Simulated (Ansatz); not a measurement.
**A computed series for Rh: element substitutions**

The parent structure is Rh in the fcc (Cu type) structure (space group Fm-3m, No. 225; a = 3.780 Å).

Each row replaces one element on all its sites; cell and atoms are relaxed.

Method: PBEsol (Ansatz, a first-principles code), no SOC, earlier PAW set.

Candidates:
(a) Rh → Pd
(b) Rh → As
(c) Rh → I

Before the change:

The lattice parameter a is 3.780 Å.

### Question
Order them by lattice parameter a, lowest first.

### Answer
(a) Rh → Pd (3.876 Å), (b) Rh → As (4.193 Å), (c) Rh → I (5.029 Å)

Whether these cells are dynamically stable was not tested. As relaxed here, As and I are hypothetical phases, not in the database extracts checked. All final runs are without spin polarisation. Pd lies near a magnetic instability that expansion can trigger; it was not tested.
